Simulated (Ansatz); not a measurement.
**Al2O3: band gap against strain**

Al2O3 (corundum, R-3c, 8.323 Å³/atom at rest, c along z) under a strain ε along c (axis z), the other axes held. LDA in Ansatz, a plane-wave DFT program (PAW, default set), 420 eV, 9×9×9 Γ-centred mesh, Fermi-Dirac smearing 0.05 eV; ions are relaxed within the symmetry of each cell. Gaps are the smallest over the k-mesh and a band path, without spin-orbit coupling; in all rows the valence edge lies at Γ and the conduction edge at Γ.

Here s stands for strain and Eg for gap.

| strain (%) | gap (eV) |
|---|---|
| -3.00 | ? |
| -2.25 | 6.501 |
| -1.50 | 6.483 |
| -0.75 | 6.460 |
| 0.00 | 6.431 |

Taking a straight line for Eg over the 4 complete rows: Means: s -1.1250, Eg 6.4688. About the means, the sum of products is -0.087375 and the sum of squares of s is 2.8125; the slope is their ratio. Least squares gives Eg = 6.4338 - 0.03107·s. Residuals (row less fit): -0.0027, 0.0026, 0.0029, -0.0028; standard error 0.0039 (degrees of freedom: 2). Over these rows the gap moves by -3.1 ± 0.2 eV per unit strain.

**Question.** Estimate the missing Eg (s = -3.00); what did the run itself give?

**Answer.** Eg = 6.4338 - 0.03107 × (-3.00) = 6.5270 eV. The calculation gives 6.514 eV, 0.0130 eV below the prediction (15.7 % of the range of Eg in the table). The row lies outside the fitted rows, so this is an extrapolation. From the scatter of the fitted rows alone, a prediction at this place has a standard error of 0.0062 eV, so the miss is 2.1 times that.

One order more, fitted to all 5 runs of the series, follows each within 0.001, so the miss is the next term of a smooth law. Rows are the converged runs of the series near zero and its far end; series whose fitted rows scatter by over a few per cent of the range, as at a crossing or softening among them, aren't shown in this form. Most that stay on the fit to the last digits aren't either.
